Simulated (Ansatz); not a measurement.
Functionals compared on a constructed model of the (110) surface of bcc W, a pseudomorphic layer of Zn in the host's stacking (bottom of the slab: a bare face, its two planes held), in Ansatz (plane waves, PAW). The structure was relaxed with PBE; the other rows are single points on it. Cutoff 420 eV (500 eV for r2SCAN).

Slab: 7 atoms, 13.8 Å thick at the start with caps and adatoms (thin: gaps and levels are the slab's own); k 14x14x1, smearing 0.1 eV, dipole-corrected; 2 atoms held, the rest relaxed; start symmetry kept, larger cells not searched; no spin, no spin-orbit, no U. It is one candidate, not shown to be the stable structure of the face. These notes are the PBE run's.

```tsv
functional	work function of the top face (eV)	rough cost of the single point
PBE	4.35	–
RPBE	4.21	roughly 40 core-seconds
r2SCAN	4.44	roughly 80 core-seconds
```

Ansatz is an electronic-structure program.
